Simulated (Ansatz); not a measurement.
**Response to strain in GaN**

Start from GaN in the wurtzite structure (space group P6_3mc, No. 186; a = 3.1831 Å, c = 5.1836 Å). Axes: x lies along a and z along c of the hexagonal cell.

Strains are applied to the cell and any free atomic positions relax; under biaxial strain the out-of-plane vector relaxes too.

Level of theory: r2SCAN/PAW in Ansatz (a quantum-chemistry and plane-wave program), scalar-relativistic without spin-orbit coupling.

Notes on the quantities. pressure: mean of the normal stresses, compression positive.

```json
[
 {"variant": "base", "volume per atom": "11.37 Å³", "pressure": "0.00 GPa", "band gap": "2.35 eV", "electron mass": "0.17 mₑ along c, 0.19 mₑ across (at Γ)"},
 {"variant": "biaxial strain −1.22 %, plane normal [001], relaxed out of plane", "volume per atom": "11.16 Å³", "pressure": "3.83 GPa", "band gap": "2.40 eV", "electron mass": "0.17 mₑ out of plane, 0.20 mₑ in plane (at Γ)"},
 {"variant": "biaxial strain +1.53 %, plane normal [001], relaxed out of plane", "volume per atom": "11.64 Å³", "pressure": "-4.33 GPa", "band gap": "2.17 eV", "electron mass": "0.17 mₑ out of plane, 0.18 mₑ in plane (at Γ)"},
 {"variant": "biaxial strain +3.84 %, plane normal [001], relaxed out of plane", "volume per atom": "…", "pressure": "…", "band gap": "…", "electron mass": "…"},
 {"variant": "isotropic strain −1.95 %", "volume per atom": "10.72 Å³", "pressure": "13.20 GPa", "band gap": "2.76 eV", "electron mass": "0.19 mₑ along c, 0.21 mₑ across (at Γ)"},
 {"variant": "isotropic strain +5.67 %", "volume per atom": "13.42 Å³", "pressure": "-22.64 GPa", "band gap": "1.21 eV", "electron mass": "0.098 mₑ along c, 0.11 mₑ across (at Γ)"},
 {"variant": "uniaxial strain ε_xx = +1.26 %", "volume per atom": "11.51 Å³", "pressure": "-2.41 GPa", "band gap": "2.25 eV", "electron mass": "0.17 mₑ along z, 0.18 mₑ across (at Γ)"},
 {"variant": "tensor shear ε_yz = −0.95 %", "volume per atom": "11.37 Å³", "pressure": "0.00 GPa", "band gap": "2.31 eV", "electron mass": "0.17 mₑ along k, 0.19 mₑ across (at Γ)"},
 {"variant": "tensor shear ε_yz = −2.01 %", "volume per atom": "11.37 Å³", "pressure": "0.01 GPa", "band gap": "2.24 eV", "electron mass": "0.17 mₑ along z, 0.19 mₑ across (at Γ)"},
 {"variant": "tensor shear ε_yz = −0.86 %", "volume per atom": "11.37 Å³", "pressure": "0.00 GPa", "band gap": "2.31 eV", "electron mass": "0.17 mₑ along z, 0.19 mₑ across (at Γ)"}
]
```

Q: Some entries are withheld; estimate them.

A: 
- biaxial strain +3.84 %, plane normal [001], relaxed out of plane, volume per atom: 12.04 Å³
- biaxial strain +3.84 %, plane normal [001], relaxed out of plane, pressure: -9.88 GPa
- biaxial strain +3.84 %, plane normal [001], relaxed out of plane, band gap: 1.84 eV
- biaxial strain +3.84 %, plane normal [001], relaxed out of plane, electron mass: 0.16 mₑ (at Γ)

Effective masses come from finite differences of ±0.01 Å⁻¹. Along k means along the line from Γ to the band edge. Whether these cells are dynamically stable was not tested.
